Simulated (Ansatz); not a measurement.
Response to strain in Rh

The reference is Rh in the fcc (Cu type) structure (space group Fm-3m, No. 225; relaxed with 0.1 eV smearing).

```yaml
crystal:
  lattice:
    - [0.00000, 1.87756, 1.87756]
    - [1.87756, 0.00000, 1.87756]
    - [1.87756, 1.87756, 0.00000]
  atoms:
    - { symbol: Rh, position: [0.00000, 0.00000, 0.00000] }
```

Cartesian axes are those of the cell as printed.

Strains are applied to the cell and any free atomic positions relax.

Level of theory: plane-wave PAW DFT at the LDA level (Ansatz, a program for electronic structure, 420 eV), spin-orbit coupling left out.

Notes on the quantities. energy relative to the base: free energy F; pressure: mean of the normal stresses, compression positive.

```csv
case,volume per atom,energy relative to the base,pressure
base,13.24 Å³,0 meV/atom,0.0 GPa
tensor shear ε_xy = +0.29 %,13.24 Å³,+0.3 meV/atom,0.0 GPa
tensor shear ε_xy = +0.57 %,13.24 Å³,+1.2 meV/atom,0.1 GPa
tensor shear ε_xy = +1.71 %,13.23 Å³,(withheld),(withheld)
tensor shear ε_xy = +2.00 %,13.23 Å³,+15 meV/atom,0.6 GPa
tensor shear ε_xy = +1.43 %,13.24 Å³,+7.4 meV/atom,0.3 GPa
tensor shear ε_xy = +1.14 %,13.24 Å³,+4.7 meV/atom,0.2 GPa
tensor shear ε_xy = +0.86 %,13.24 Å³,+2.7 meV/atom,0.1 GPa
```

Q: Some entries are withheld; estimate them.

A: 
- tensor shear ε_xy = +1.71 %, energy relative to the base: +11 meV/atom
- tensor shear ε_xy = +1.71 %, pressure: 0.5 GPa

No phonon test of stability was made. All final runs are without spin polarisation.
